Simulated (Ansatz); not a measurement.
Take Sn (space group I4_1/amd, No. 141) as the base.

```
CELL_PARAMETERS angstrom
     -2.94311     2.94311     1.59186
      2.94311    -2.94311     1.59186
      2.94311     2.94311    -1.59186
ATOMIC_POSITIONS crystal
  Sn 0.75000 0.25000 0.50000
  Sn 0.00000 0.00000 0.00000
```

Cartesian axes are those of the cell as printed.

Method: DFT with r2SCAN, PAW potentials and a 500 eV plane-wave cutoff in Ansatz (an electronic-structure program), without spin-orbit coupling.

Base values:

| Quantity | Result |
|---|---|
| Shortest interatomic distance | 3.049 Å |
| Pressure | 0.0 GPa |

It is then changed as follows: tensile biaxial strain of 0.64 % in the plane normal to [001], as in epitaxy on a mismatched substrate; the out-of-plane cell vector and the atoms relax.

Task: Predict the new shortest interatomic distance.

Result: The shortest interatomic distance increases by 0.018 Å to 3.067 Å.

Task: What happens to the pressure?

Result: The pressure (mean of the normal stresses, compression positive) goes from zero to -0.6 GPa.

Task: Predict the new energy relative to the base.

Result: The energy grows by 1.1 meV/atom.

A biaxial case was relaxed in a doubled cell and then solved in the primitive one. Without a gap, meshes like the base's 17×17×17 leave anisotropic stresses uncertain by several tenths of a GPa, and small strain energies with them. No phonon test of stability was made.
